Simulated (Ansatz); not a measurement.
# Nb: response to strain

Take Nb in the bcc (W type) structure (space group Im-3m, No. 229; relaxed with 0.1 eV smearing) as the base.

```
CELL_PARAMETERS angstrom
     -1.62421     1.62421     1.62421
      1.62421    -1.62421     1.62421
      1.62421     1.62421    -1.62421
ATOMIC_POSITIONS crystal
  Nb 0.00000 0.00000 0.00000
```

Cartesian axes are those of the cell as printed.

Strains are applied to the cell and any free atomic positions relax; under biaxial strain the out-of-plane vector relaxes too.

Method: plane-wave PAW DFT at the LDA level (Ansatz, a first-principles code, 420 eV), no spin-orbit coupling.

| biaxial strain, plane normal [001], relaxed out of plane (%) | out-of-plane strain (%) |
|---|---|
| -3 | 3.17 |
| -2.5 | ? |
| -2 | 2.11 |
| -1.5 | 1.58 |
| -1 | 1.05 |
| -0.5 | 0.53 |
| 0 | 0.00 |

### Question
Fit ε⊥ = −νε + γε² (strains in %) to the rows shown and predict the withheld row.

### Answer
Least squares on the printed values gives ν = 1.05 (the biaxial Poisson response) and γ = 0.002 (largest residual 0.00 %); this predicts 2.64 %, and the run gives 2.64 %, in agreement.

No phonon test of stability was made. All final runs are without spin polarisation.
